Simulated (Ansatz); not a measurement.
Consider C in the diamond structure (space group Fd-3m, No. 227; a = 3.532 Å). Axes: x, y, z lie along the cube axes.

Method: Kohn–Sham DFT with the LDA functional, run in Ansatz (a program for electronic structure) with PAW and 420 eV plane waves, no spin-orbit coupling.

For the base:

| Quantity | Value |
|---|---|
| Band gap | 4.17 eV |
| Smallest direct gap | 5.62 eV |

Now apply this change: tensile biaxial strain of 0.42 % in the plane normal to [111], as in epitaxy on a mismatched substrate; the out-of-plane cell vector and the atoms relax.

**Question.** Estimate the effect on the out-of-plane strain, band gap, in-plane stress and smallest direct gap.

**Answer.** The out-of-plane strain amounts to -0.05 %; the band gap falls by 0.03 eV (4.17 eV → 4.14 eV); the mean in-plane stress (compression positive) comes out as -5.5 GPa; the smallest direct gap shrinks by 0.08 eV (5.62 eV → 5.54 eV).

Gaps are read on the SCF mesh and a high-symmetry path. Whether these cells are dynamically stable was not tested.
